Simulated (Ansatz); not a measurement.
Given:

```xyz
2
Lattice="0.0000 2.0438 2.0438 2.0438 0.0000 2.0438 2.0438 2.0438 0.0000" Properties=species:S:1:pos:R:3 pbc="T T T"
Mg     0.0000     0.0000     0.0000
O      2.0438     2.0438     2.0438
```

No spin polarisation.

Calculations: DFT with PBEsol, PAW potentials and a 420 eV plane-wave cutoff in Ansatz (a program for electronic structure), no spin-orbit coupling. k-mesh 13×13×13 (Γ-centred); smearing 0.05 eV (Fermi–Dirac).

Question: Predict the electron mass and band gap.

Answer: 
```json
{
  "electron_mass": "0.37 mₑ (at Γ)",
  "band_gap": "5.55 eV"
}
```

The cells carry an imposed strain or load. Masses are band curvatures over ±0.01 Å⁻¹ around the edge. Stability against distortions was not tested. The cell was made from MgO in the rock salt structure (space group Fm-3m, No. 225) by this change: isotropic strain −3.00 %.
